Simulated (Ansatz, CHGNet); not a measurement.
For HfSiO4 (I4₁/amd, No. 141, 12 atoms in the cell; start COD 9000852), the machine-learned potential CHGNet-r²SCAN (trained on r²SCAN data) gives:

| Property | Value |
|---|---|
| lattice constant a | 6.539 Å |
| c axis length | 5.971 Å |

Task: What does r²SCAN (Ansatz, an electronic-structure program, plane waves, PAW) give for the same quantities?

Result: 
- lattice constant a: 6.582 Å (rises by 0.7 %)
- lattice parameter c: 5.971 Å (stays essentially unchanged)

Changes are worked out from the printed values.

Unless a cell is named, each level is at its own relaxed cell (CHGNet-r²SCAN 10.64, r²SCAN 10.78 Å³/atom).

Levels without +SOC leave out spin–orbit coupling, which shifts energies and cells of such heavy elements.

Caveats: the relaxation could not lower the start's symmetry, so the cell can be a saddle point above a distorted one (CHGNet-r²SCAN). Ansatz's density-functional and Hartree–Fock values are scalar-relativistic unless marked +SOC, with PAW data made under PBE.
